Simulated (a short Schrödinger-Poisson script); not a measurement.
Stack: symmetric double-gate stack, Si3N4 on p-type Si(100), at 77 K.

| layer | material | thickness (nm) | Na (cm⁻³) |
|---|---|---|---|
| 1 | Si3N4 | 2.7 | - |
| 2 | Si | 2 | 3e16 |
| 3 | Si3N4 | 2.7 | - |

The device is made up for the run: typed textbook-type constants, with dimensions and the other settings drawn at random. Si3N4: permittivity 7.5, conduction-band edge (eV) 1.95, gap (eV) 5.1, electron mass (mₑ) 0.5. Si: permittivity 11.7, conduction-band edge (eV) 0, gap (eV) 1.124, Nv at 300 K (cm⁻³) 3.1e19.

Channel valleys (confinement mass, in-plane density-of-states mass, number): Δ2 0.916, 0.19, 2; Δ4 0.19, 0.417, 4. At the gates, both at one voltage, the conduction-band edge of layer 1 lies 2.43 eV − eVg above the Fermi level of the channel. Gaps are held at their typed values at every temperature. Mesh 0.03 nm at interfaces.

Solved with a short Schrödinger-Poisson script written for these runs: 1D Poisson equation in equilibrium, electrons classical, Boltzmann, parabolic valleys, classical holes, full ionisation, no traps, pinning or gate leakage.

The same stack at other levels of the model or other numerical settings:

```tsv
run	sheet density of all electrons at Vg = 1.2 V (cm⁻²)	sheet density of all electrons at Vg = 0.6 V (cm⁻²)	capacitance of both gates at Vg = 1.2 V (μF/cm²)	rough cost against the base
base	2.08e13	3.18e12	4.81	about 1
electrons treated as classical, Fermi-Dirac	1.87e13	2.89e12	4.30	2
electrons treated as quantum, Hartree	1.48e13	9.28e11	[?]	20
mesh six times as coarse	2.04e13	[?]	[?]	about 1
```

### Question
Some entries are withheld; supply them.

### Answer

- electrons treated as quantum, Hartree, capacitance of both gates at Vg = 1.2 V (μF/cm²): 3.75
- mesh six times as coarse, capacitance of both gates at Vg = 1.2 V (μF/cm²): 4.69
- mesh six times as coarse, sheet density of all electrons at Vg = 0.6 V (cm⁻²): 3.13e12

The classical rows ignore confinement, and Boltzmann statistics overrate the density once the band edge passes the Fermi level.
